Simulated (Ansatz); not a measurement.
Partial pair distribution functions of a relaxed model of amorphous In$_{18}$Ga$_{18}$Zn$_{18}$O$_{70}$, broadened by 0.06 Å; density 5.91 g/cm³. All values below come from PBE, scalar-relativistic without spin-orbit coupling (plane waves to 420 eV, PAW; Ansatz, a first-principles code). The usual formal charges leave 4 electrons over, so the level spacing at the Fermi energy parts defect or band states and needn't be the band gap.

Preparation: random packing, a CHGNet melt and quench, and a DFT relaxation. O atoms were pushed apart under 1.9 Å during the dynamics, to hinder bonds among them. The hot cell started wider than the set density and was brought back towards it in steps. It is the lowest in DFT energy of 4 quenches. It is a model cell: composition and starting density were chosen by hand, and all elements were melted together. No dispersion term was used. Its density started from a set value of 5.91 and ended at 5.91 g/cm³. The simulated quench (nominally 84 K/ps over its main leg) is rapid and tends to freeze in more defects than a deposited or slowly cooled glass has. A cell of this size samples the disorder only roughly. The volume was held where the preparation left it and the shape relaxed, at a PBE pressure of 1.4 GPa. Stress components on the final sampling reach 1.4 GPa. On a 2×2×2 Γ-centred mesh force components of up to 0.15 eV/Å stay, since the relaxation ran on the zone centre alone.

```
r (Å)  g In-O  g Ga-O  g In-In  g Ga-Ga
-----  ------  ------  -------  -------
1.60     0.00    0.00     0.00     0.00
1.70     0.00    0.27     0.00     0.00
1.80     0.00    4.36     0.00     0.00
1.90     0.03    9.66     0.00     0.00
2.00     0.82    5.22     0.00     0.00
2.10     5.28    1.72     0.00     0.00
2.20     7.76    0.41     0.00     0.00
2.30     3.88    0.09     0.00     0.00
2.40     1.49    0.00     0.00     0.00
2.50     0.46    0.00     0.00     0.00
2.60     0.08    0.00     0.00     0.11
2.70     0.08    0.06     0.11     0.68
2.80     0.05    0.11     0.63     0.26
2.90     0.08    0.29     0.25     0.05
3.00     0.19    0.24     0.31     0.74
3.10     0.16    0.35     0.56     2.02
3.20     0.39    0.36     1.34     3.26
3.30     0.39    0.40     2.58     3.52
3.40     0.56    0.66     3.80     2.52
3.50     0.71    0.92     2.75     2.53
3.60     0.75    1.05     1.91     1.43
3.70     0.73    1.17     0.71     0.98
3.80     0.87    1.53     1.19     0.24
3.90     1.15    1.46     2.13     0.01
4.00     1.27    1.55     1.95     0.01
4.10     1.15    1.24     1.75     0.23
4.20     1.44    1.11     1.21     0.90
4.30     1.26    1.04     0.39     0.70
4.40     1.18    1.24     0.35     0.33
4.50     1.26    1.42     0.12     0.64
4.60     1.21    1.39     0.01     0.65
4.70     1.50    1.45     0.26     0.18
4.80     1.37    1.19     0.56     0.27
4.90     1.39    1.14     0.81     0.72
5.00     1.27    1.13     0.71     0.73
5.10     1.24    0.94     0.52     1.17
5.20     1.13    0.90     0.30     1.35
5.30     0.97    0.78     0.52     0.96
5.40     0.77    0.65     1.11     1.26
5.50     0.72    0.65     0.84     1.83
5.60     0.72    0.65     1.25     1.47
5.70     0.75    0.73     1.30     1.32
5.80     0.61    0.60     1.26     1.54
```

Within 2.64 Å each In has 5.39 O neighbours on average.
